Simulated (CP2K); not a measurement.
## Sensitivity of a calculation on Ta₂O₅ (Pmmm, 7 atoms in the cell) to its settings

```xyz
7
Lattice="3.7004 0.0000 0.0000 0.0000 3.8921 0.0000 0.0000 0.0000 6.5267" Properties=species:S:1:pos:R:3 pbc="T T T"
Ta     1.8502     0.0000     3.2634
Ta     0.0000     0.0000     0.0000
O      1.8502     1.9460     3.2634
O      0.0000     0.0000     4.4360
O      0.0000     0.0000     2.0908
O      0.0000     1.9460     0.0000
O      1.8502     0.0000     0.0000
```

Base run A: PBEsol, GPW, DZVP-MOLOPT-SR-GTH basis, GTH-PBE potentials (GTH_POTENTIALS) (CP2K), self-consistent single point.

Its settings: CUTOFF = 500 Ry; REL_CUTOFF = 50 Ry; SMEAR/METHOD = GAUSSIAN; SIGMA = 0.05 eV; KPOINTS/SCHEME = MONKHORST-PACK 9 9 5; XC_FUNCTIONAL = PBE:PBESOL; Ta/BASIS_SET = DZVP-MOLOPT-SR-GTH-q13; Ta/POTENTIAL = GTH-PBE-q13; O/BASIS_SET = DZVP-MOLOPT-SR-GTH-q6; O/POTENTIAL = GTH-PBE-q6; METHOD = GPW; EPS_DEFAULT = 1e-10; NGRIDS = 5; SCF_GUESS = ATOMIC; EPS_SCF = 1e-06; MAX_SCF = 100; ADDED_MOS = 10; MIXING/METHOD = BROYDEN_MIXING; MIXING/ALPHA = 0.2; MIXING/NBUFFER = 12.

The starting cell comes from a database of computed structures (which also holds hypothetical and non-ambient phases and stackings), without a prior relaxation at this level. Spin polarisation is off. Values carry the incompleteness of an atom-centred basis. The potentials were made for another functional than the one used. In the base run, with a pressure of about -10 GPa the cell is away from its equilibrium volume at this level.

ΔF is the free energy per atom less that of run A. A dash stands where there is no value to compare (another energy zero or no entropy term, no result, no spin, no clean gap, or a mesh too coarse for one). Total energies depend on the potentials, the functional and any Hubbard or dispersion term, so they are compared only between runs that share all of them.

Run A gave: pressure (GPa) -9.69; largest force (eV/Å) 0.037; ending converged.

Runs:
- B: lattice scaled by 1.03; CUTOFF: 500 Ry → 300 Ry
- C: FULL_GRID: default → T
- D: ADDED_MOS: 10 → 4
- E: KPOINTS/SYMMETRY: default → T; SYMMETRY_BACKEND: default → SPGLIB
- F: XC_FUNCTIONAL: PBE:PBESOL → GGA_X_B86_R + PW92; NON_LOCAL/TYPE: default → LMKLL; NON_LOCAL/CUTOFF: default → 100 Ry [rev-vdW-DF2]

Task: What does run B change against A?

Result: The free energy goes up by 137 meV/atom, the pressure goes from -9.69 to -24.17 GPa and the largest force goes from 0.037 to 0.199 eV/Å.

```tsv
run	ΔF (meV/atom)	pressure (GPa)	largest force (eV/Å)	ending
A	0.00	-9.69	0.037	converged
B	136.6	-24.17	0.199	converged
C	0.00	-9.69	0.037	converged
D	0.00	-9.69	0.037	converged
E	0.00	-9.69	0.037	converged
F	–	–	–	not converged
```

Left out of this page: 1 run of the series unsound by tests on forces, stress, charge or solver warnings.
